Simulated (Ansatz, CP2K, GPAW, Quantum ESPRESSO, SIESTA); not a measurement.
# Ti (P6_3/mmc, 4 atoms in the cell) computed with different codes at matched settings

Self-consistent single point.

```
CELL_PARAMETERS angstrom
      2.92199     0.00000     0.00000
     -1.46099     2.53051     0.00000
      0.00000     0.00000     9.40151
ATOMIC_POSITIONS crystal
  Ti 0.00000 0.00000 0.00000
  Ti 0.00000 0.00000 0.50000
  Ti 0.33333 0.66667 0.25000
  Ti 0.66667 0.33333 0.75000
```

All programs got the same cell, k-point mesh and kind of occupations (in Ansatz's words: kpoints.mp_grid.grid = 9 9 3; scf.occupations.method = gaussian; scf.occupations.width = 0.2 eV); potentials, basis and cutoffs are each program's usual ones.

```
code                                                                                                                                model  pressure (GPa)  k-points       cutoff
----------------  -----------------------------------------------------------------------------------------------------------------------  --------------  --------  -----------
CP2K                                                              PBE, GPW, DZVP-MOLOPT-SR-GTH basis, GTH-PBE potentials (GTH_POTENTIALS)            1.42       122  grid 600 Ry
SIESTA            GGA PBE, numerical atomic orbitals TZP, PseudoDojo PBE standard norm-conserving potentials (rewritten from UPF to PSML)           -2.20       122  grid 350 Ry
GPAW                                                                                         PBE, GPAW PAW datasets PBE (gpaw-data 1.0.1)            0.76        24       800 eV
Ansatz                                                                                                             PBE, default PAW files            0.73        24       420 eV
Quantum ESPRESSO                                                          PBE, PseudoDojo standard norm-conserving (PBE) pseudopotentials            0.80        24        85 Ry
```

The spread over the programs that give each value: pressure within 3.62 GPa.

The starting cell was generated: these elements placed on a structure prototype, without a prior relaxation; it need not be a known phase or ordering of this composition. Its lattice was rescaled by a random factor within 2.5 % of one. On Ansatz's run: Spin polarisation is off.

Q: Why do the programs differ, and what cannot be compared?

A: Differences of this kind can come from the potentials, where these differ, and from what each basis and cutoff leave unconverged. The zero of total energies and Fermi levels follows the potentials and each program's conventions, so they are not compared here. CP2K and SIESTA use small atom-centred bases, whose incompleteness enters pressures, forces and empty levels differently from a plane-wave cutoff. Ansatz's pressure is given at a fixed set of plane waves, as the other plane-wave codes print theirs. The programs reduce the same mesh by symmetry to different extents, which changes the work and not the result. In the pressure, SIESTA (by 2.96) lies more than 1 GPa from the median of the plane-wave programs.

Left out of this page: ABINIT (with a known weakness of the program); Elk and FLEUR (not drawn, or without a comparable value).

Ansatz is a first-principles code.

Keys are those of Ansatz 0.2.
